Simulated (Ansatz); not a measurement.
Start from BAs in the wurtzite structure (space group P6_3mc, No. 186; a = 3.354 Å, c = 5.554 Å; a cell from a computed database, its experimental status unchecked).

The same geometry is solved again with r2SCAN.

Levels (all Ansatz, a program for electronic structure, PAW): r2SCAN (500 eV, spin-orbit coupling left out); PBEsol (420 eV, spin-orbit coupling left out).

Base, band edges from the VBM (valence, conduction): K -4.64, 1.20; H -2.86, 2.69; M -2.08, 1.02; L -3.36, 1.68; A -1.29, 2.85; Γ 0.00, 2.16 eV.

Give the band edges at the high-symmetry points of the new zone, measured from its valence-band maximum.


| point | valence edge (eV) | conduction edge (eV) |
|---|---|---|
| Γ | 0.00 | 2.48 |
| M | -2.21 | 1.31 |
| K | -4.84 | 1.51 |
| A | -1.37 | 3.19 |
| L | -3.55 | 1.99 |
| H | -3.03 | 3.01 |

The gap is 1.31 eV, indirect, Γ → M.

Single points use the geometry relaxed with PBEsol. Stability against distortions was not tested. This is not the structure that BAs has at room temperature and ambient pressure.
